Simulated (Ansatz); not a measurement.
Abridged Ansatz (a quantum-chemistry and plane-wave program) output:

```
Relaxation: its limit of steps is 50 (relax.max_steps)
Pseudopotential: Mg, paw, valence charge 10
Pseudopotential: Pb, paw, valence charge 14
Pseudopotential: O, paw, valence charge 6
Crystal: 5 atoms, lattice volume = 84.305 Å³
Basis set: ecut = 420 eV, 1647 PW (Γ), exchange–correlation on 60×60×60 points (8 copies of the dense FFT grid, shifted against one another)
Bands: 30, of which v1, the nominal top of the filled ones, is band 25 counted from 1 (24 counted from 0)
Symmetry: 16 space group operations
k-points: 126 of 1331
Functional: x = pbesol(κ = 0.804, μ = 0.12345679012345678), c = pbesol(β = 0.046)
SCF iter   1: F=—  HF=-18054.438482 eV  |F-HF|=—  |Δ(HF+E_count)|=         —  Δρ=1.02e-2  dr2=1.19e-1  ethr=1.77e-3  ⟨swp⟩=7.4  Hψ=18621  notcnv=0
SCF iter   2: F=—  HF=-18054.412453 eV  |F-HF|=—  |Δ(HF+E_count)|=   2.60e-2  Δρ=5.18e-3  dr2=1.67e-2  ethr=2.39e-4  ⟨swp⟩=2.2  Hψ=7046  notcnv=0  defer=57
SCF 1 converged in 7 iterations: F = -18054.406558 eV  dr2 = 8.39e-8
relax step   1: F+E_penalty+E_count = -18054.40655804 eV  Δ(F+E_penalty+E_count) = +0.000e0 eV  max|allowed force component| = 2.090e-29 eV/Å  Δτ_max = 0.0000 Å  P = -0.004 GPa  Ω = 84.305 Å³  (7 SCF iters, dr2 threshold 1.00e-7 eV, accepted)
[... steps on the carried basis left out ...]
relax step   7: F+E_penalty+E_count = -18054.40383085 eV  Δ(F+E_penalty+E_count) = -1.715e-5 eV  max|allowed force component| = 3.755e-29 eV/Å  Δτ_max = 0.0000 Å  P = -0.333 GPa  Ω = 84.739 Å³  stress off target by 1.49e-3 GPa  SCF on the basis re-selected at this cell (its energy is not comparable with the rows above)  (7 SCF iters)
SCF converged after 7 iterations
Free energy (F): -18054.403831 eV
Internal energy: -18054.399523 eV  (E = F + TS)
E sigma→0 (E₀):  -18054.401677 eV
Entropy (-TS):   -0.004308 eV (-0.862 meV/atom)
Fermi energy:    10.044770 eV
--- Forces (eV/Å), atoms counted from 1 ---
  atom   1  Mg    -0.00000000    -0.00000000    -0.00000000
  atom   2  Mg    -0.00000000     0.00000000     0.00000000
  atom   3  Mg    -0.00000000     0.00000000     0.00000000
  atom   4  Pb     0.00000000    -0.00000000    -0.00000000
  atom   5  O     -0.00000000     0.00000000     0.00000000
--- Stress (GPa, compression-positive) ---
       -0.998511       0.000000       0.000000
        0.000000      -0.000020       0.000000
        0.000000       0.000000      -0.000020
  P = ⅓ Tr σ = -0.3329 GPa (-3.329 kbar)
--- Relaxed structure (5 steps of the walk, 5 accepted, 2 SCFs on fresh bases) ---
  cell:  # Å, volume = 84.7394 Å³
    - [4.4303941325625855, -5.296307347064899e-33, 0.0]
    - [-5.296307347064899e-33, 4.3734230385739625, 0.0]
    - [0.0, 0.0, 4.3734230385739625]
  atoms:
    - { symbol: Mg, position: [2.2304512354659697e-36, 0.5000000000000001, 0.5000000000000001] }
    - { symbol: Mg, position: [0.5, 1.3193976923640678e-35, 0.5000000000000001] }
    - { symbol: Mg, position: [0.5, 0.5000000000000001, 0.0] }
    - { symbol: Pb, position: [-1.7157317195891653e-37, -8.93896225905955e-36, 0.0] }
    - { symbol: O, position: [0.5, 0.5000000000000001, 0.5000000000000001] }
```

What was computed, and what are the main results?

Mg3PbO, 5 atoms in the cell, with PBEsol (Ansatz), no SOC, from a series relaxed to a target (uniaxial stress, 1 GPa tension along x). The last SCF converged to F = -18054.403831 eV, or -3610.8808 eV per atom. The total energy compares only with runs of the same code, potentials and settings.

Without a gap, meshes like the base's 11×11×11 leave anisotropic stresses uncertain by several tenths of a GPa, and small strain energies with them. Load acts through the strain it causes; cell and atoms are relaxed under it. Beyond what the load breaks, stability against distortions was not tested. The final runs are not spin-polarised. The cell was made from Mg$_{3}$PbO in the anti-perovskite structure (space group Pm-3m, No. 221; a hypothetical phase, not in the database extracts checked) by this change: uniaxial stress, 1 GPa tension along x.

Keys are those of Ansatz 0.2.
